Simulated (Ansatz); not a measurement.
The starting structures come from a database of crystals and need not be the phases stable at ambient conditions.

 Where the default PAW files enter, the runs use the earlier of Ansatz's two default sets.

The decay constant κ of evanescent states in the gap governs leakage through a thin film.

Data:

```
CELL_PARAMETERS angstrom
      3.94726     0.00000     0.00000
      0.00000     6.41216     0.00000
      0.00000     0.75070     4.78259
ATOMIC_POSITIONS crystal
  Rb 0.75000 0.69859 0.20399
  Rb 0.25000 0.30141 0.79601
  H  0.54971 0.13050 0.33637
  H  0.45029 0.86950 0.66363
  H  0.04971 0.86950 0.66363
  H  0.95029 0.13050 0.33637
  N  0.75000 0.23190 0.28967
  N  0.25000 0.76810 0.71033
```

Space group of this cell: P2_1/m. The cell is taken as given.

Transport runs along the normal of the first two printed cell vectors.

No gap correction and no spin-orbit coupling; mid-gap values are interpolated between computed energies.

Problem. Give the band gap and the smallest decay constant κ at mid-gap that r2SCAN run with Ansatz (a quantum-chemistry and plane-wave program) yields.

Solution. Gap 2.57 eV on a 8×6×6 mesh; κ = 0.269 1/Å, at the zone centre.
